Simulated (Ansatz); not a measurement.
Band structure of YB₂ (P6/mmm, 3 atoms in the cell).

```yaml
crystal:
  lattice:
    - [3.30084, 0.00000, 0.00000]
    - [-1.65042, 2.85861, 0.00000]
    - [0.00000, 0.00000, 3.86250]
  atoms:
    - { symbol: Y, position: [0.00000, 0.00000, 0.00000] }
    - { symbol: B, position: [0.33333, 0.66667, 0.50000] }
    - { symbol: B, position: [0.66667, 0.33333, 0.50000] }
```

Computed with PBEsol, PAW files made with PBE (plane waves; Ansatz, an electronic-structure program).

Settings: basis.ecutwfc = 420 eV; kpoints.mp_grid.grid = 8 8 6; hamiltonian.xc = pbesol; hamiltonian.pseudopotentials = {kind: paw} (the program's default PAW files); scf.occupations.method = fermi_dirac; scf.occupations.width = 0.1 eV; kpoints.band_path.npoints = 8.

The starting cell comes from a database of computed structures (which also holds hypothetical and non-ambient phases and stackings), without a prior relaxation at this level.

Levels in eV from the Fermi level, bands 6 to 12:
```tsv
point	6	7	8	9	10	11	12
Γ	-1.18	-0.63	-0.63	-0.63	5.32	5.40	5.40
M	-6.81	-2.14	-1.47	-0.52	2.99	4.55	6.22
K	-6.03	-4.78	-0.77	-0.77	3.23	3.23	5.45
A	-4.98	0.41	0.41	2.74	2.74	2.97	2.97
L	-5.36	-2.53	-2.08	-0.41	4.74	5.33	7.23
H	-6.81	-3.23	-0.77	-0.77	5.96	7.39	7.39
```

Bands cross the Fermi level along this path, so the cell is metallic at this level.

Keys are those of Ansatz 0.2.
